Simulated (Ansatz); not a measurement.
Quartz-high SiO2 (high-temperature phase), treated with BLYP (PAW; Ansatz, a program for electronic structure).

Numerical settings: plane-wave cutoff 520 eV, 12×12×6 k mesh (along the axes of the cell as run), Fermi–Dirac smearing 0.01 eV, scalar-relativistic PAW data made under PBE.

Computed at the level's own relaxed cell.

```yaml
crystal:
  lattice:
    - [2.56126, -4.43623, 0.00000]
    - [2.56126, 4.43623, 0.00000]
    - [0.00000, 0.00000, 5.60344]
  atoms:
    - { symbol: Si, position: [0.50000, 0.50000, 0.33333] }
    - { symbol: Si, position: [0.50000, 0.00000, 0.00000] }
    - { symbol: Si, position: [0.00000, 0.50000, 0.66667] }
    - { symbol: O, position: [0.20890, 0.79110, 0.83333] }
    - { symbol: O, position: [0.20890, 0.41780, 0.50000] }
    - { symbol: O, position: [0.58220, 0.79110, 0.16667] }
    - { symbol: O, position: [0.79110, 0.20890, 0.83333] }
    - { symbol: O, position: [0.79110, 0.58220, 0.50000] }
    - { symbol: O, position: [0.41780, 0.20890, 0.16667] }
```

Q: List the 31 lowest band energies at Γ above −25 eV (eV, relative to the valence band maximum), grouping those that round alike.

A: At Γ: -19.15, -17.76 (×2), -17.20, -17.15 (×2), -8.43 (×2), -5.61, -5.35, -5.26 (×2), -2.75, -2.72 (×2), -2.45, -1.67, -1.66 (×2), -0.94 (×2), -0.44 (×2), -0.19, 5.52, 8.87 (×2), 9.10 (×2), 9.66, 10.92.

Note: symmetry holds this phase in the static calculation, where it need not be a minimum; held by symmetry at 0 K, a high-temperature phase can be a saddle point; the volume lies 7 % above that of the published cell.
